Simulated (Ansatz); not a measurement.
Start from MgO in the rock salt structure (space group Fm-3m, No. 225).

```yaml
crystal:
  lattice:
    - [0.00000, 2.10706, 2.10706]
    - [2.10706, 0.00000, 2.10706]
    - [2.10706, 2.10706, 0.00000]
  atoms:
    - { symbol: O, position: [0.00000, 0.00000, 0.00000] }
    - { symbol: Mg, position: [0.50000, 0.50000, 0.50000] }
```

Cartesian axes are those of the cell as printed.

All numbers come from PBEsol/PAW in Ansatz (a program for electronic structure), no spin-orbit coupling.

For the base:

- Band gap: 4.62 eV

Perturbation: the symmetric strain tensor [-0.0085 0.0145 -0.0030; 0.0145 -0.0013 -0.0142; -0.0030 -0.0142 -0.0031], atoms relaxed at fixed cell.

Question: What happens to the stress?

Answer: The stress (xx, yy, zz, yz, xz, xy; compression positive) is (3.07, 1.66, 1.86, 4.19, 1.15, -4.33) GPa.

Question: What does the calculation give for the band gap after the change?

Answer: The band gap shrinks by 0.04 eV to 4.58 eV.

Stability against distortions was not tested.
